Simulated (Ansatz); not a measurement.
Consider AgBr in the rock salt structure (space group Fm-3m, No. 225).

Space group Fm-3m (No. 225); a = 5.6739 Å, b = 5.6739 Å, c = 5.6739 Å, α = 90.00°, β = 90.00°, γ = 90.00°

```tsv
atom	site	symmetry	x	y	z
Ag	4a	m-3m	0.0000	0.0000	0.0000
Br	4b	m-3m	0.5000	0.5000	0.5000
```
(The calculation used a cell of 2 atoms; values per cell refer to that cell.)

Method: PBEsol/PAW in Ansatz (a program for electronic structure), without spin-orbit coupling.

```json
[
 {"level": "PBEsol", "lattice parameter a": "5.674 Å"}
]
```

Measured: lattice parameter a 5.772 Å (temperature not stated; as listed in Subrata Jana, Abhilash Patra, Prasanjit Samal, The Journal of Chemical Physics (2018)).

Computed minus measured — lattice parameter a: PBEsol -1.7 %. Measured values not marked as corrected hold thermal and zero-point effects that the static-lattice runs lack.

Stability against distortions was not tested.
